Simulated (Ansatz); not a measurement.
Take BeS in the zinc blende structure (space group F-43m, No. 216) as the base.

```
BeS
1.0
    0.00000     2.43428     2.43428
    2.43428     0.00000     2.43428
    2.43428     2.43428     0.00000
S Be
1 1
Cartesian
  3.65142   3.65142   3.65142
  0.00000   0.00000   0.00000
```

Levels (all Ansatz, an electronic-structure program, PAW): r2SCAN (500 eV, no SOC); HSE06 (420 eV, without spin-orbit coupling).

The geometry is relaxed with r2SCAN.

- r2SCAN lowest conduction level above the VBM at special points = X 3.59 eV; U 4.85 eV; K 4.85 eV; Γ 6.23 eV

Question: What does HSE06 give at this geometry for the lowest conduction level above the VBM at special points?

Answer: The lowest conduction level above the VBM at special points changes from X 3.59 eV; U 4.85 eV; K 4.85 eV; Γ 6.23 eV to X 4.08 eV; U 5.39 eV; K 5.39 eV; Γ 6.87 eV.

Single points use the geometry relaxed with r2SCAN. HSE06 gaps are upper bounds (no full band path). The levels and masses belong to the bands next to the band gap. Stability against distortions was not tested.
